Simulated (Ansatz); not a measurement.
Density of states of RbCaH₃ (Pm-3m) below the valence band maximum, PBEsol, rigid bands run with Ansatz (a first-principles code); cell volume 89.4 Å³.

(energy from edge (eV), 10⁻³ states/eV/cell): (0.006, 757); (0.031, 1890); (0.056, 2840); (0.081, 3800); (0.106, 5030); (0.131, 6590); (0.156, 9090); (0.181, 14800); (0.206, 21900); (0.231, 22200); (0.256, 10200); (0.281, 8790); (0.319, 8550); (0.344, 10100); (0.369, 7910); (0.394, 6780); (0.419, 5110); (0.444, 3220); (0.469, 2030); (0.494, 1780); (0.519, 1590); (0.544, 1410); (0.569, 1280); (0.594, 1160)

Question: What effective density of states at 300 K does this give (∫ g(E) exp(−E/k_BT) dE, both spins, divided by the cell's size)?

Answer: 4.7e20 cm⁻³, a density-of-states mass of 7.1 mₑ, valleys and band degeneracy included.

Spin-orbit coupling is left out; where it splits the top of the valence band, N_v and the p-type Seebeck coefficient come out somewhat high without it. Geometry: cell and atoms relaxed with PBEsol.

Formula and space group known from diffraction (Crystallography Open Database), not checked to be the room-temperature form: RbCaH3 (Pm-3m).
